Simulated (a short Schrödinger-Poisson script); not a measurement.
Stack: symmetric double-gate stack, HfO2 on p-type Si(100), at 300 K.

```tsv
layer	material	thickness (nm)	Na (cm⁻³)
1	HfO2	13.3	-
2	Si	2	2e16
3	HfO2	13.3	-
```

Constants are typed, rounded textbook-type inputs, not results; the design itself was drawn at random and stands for no fabricated device. HfO2: permittivity 22, conduction-band edge (eV) 1.55, gap (eV) 5.7, electron mass (mₑ) 0.2. Si: permittivity 11.7, conduction-band edge (eV) 0, gap (eV) 1.124, Nv at 300 K (cm⁻³) 3.1e19.

Channel valleys (confinement mass, in-plane density-of-states mass, number): Δ2 0.916, 0.19, 2; Δ4 0.19, 0.417, 4. At the gates, both at one voltage, the conduction-band edge of layer 1 lies 1.75 eV − eVg above the Fermi level of the channel. Gaps are held at their typed values at every temperature. Mesh 0.03 nm at interfaces.

Solved with a short Schrödinger-Poisson script written for these runs: 1D Poisson equation in equilibrium, electrons quantum, Hartree (BenDaniel-Duke, 12 states a valley, the channel's in-plane mass for all, wave functions ending at the dielectric), parabolic valleys, classical holes, full ionisation, no traps, pinning or gate leakage.

The same stack at other levels of the model or other numerical settings:

```tsv
run	sheet density of all electrons at Vg = 1.7 V (cm⁻²)	sheet density of all electrons at Vg = 0.5 V (cm⁻²)	capacitance of both gates at Vg = 1.7 V (μF/cm²)	gate voltage at 1e11 electrons/cm² (V)	rough cost against the base
base	2.13e13	3.25e12	2.45	0.22	about 1
electrons treated as classical, Boltzmann	2.59e13	5.27e12	2.83	0.10	0.09
electrons treated as classical, Fermi-Dirac	[?]	[?]	[?]	0.10	0.4
mesh six times as coarse	2.13e13	3.25e12	2.45	0.22	0.4
one subband a valley	2.13e13	3.25e12	2.45	0.22	about 1
```

Q: What belongs in the gaps?

A: 
- electrons treated as classical, Fermi-Dirac, sheet density of all electrons at Vg = 1.7 V (cm⁻²): 2.50e13
- electrons treated as classical, Fermi-Dirac, capacitance of both gates at Vg = 1.7 V (μF/cm²): 2.70
- electrons treated as classical, Fermi-Dirac, sheet density of all electrons at Vg = 0.5 V (cm⁻²): 5.12e12

The classical rows ignore confinement, and Boltzmann statistics overrate the density once the band edge passes the Fermi level.
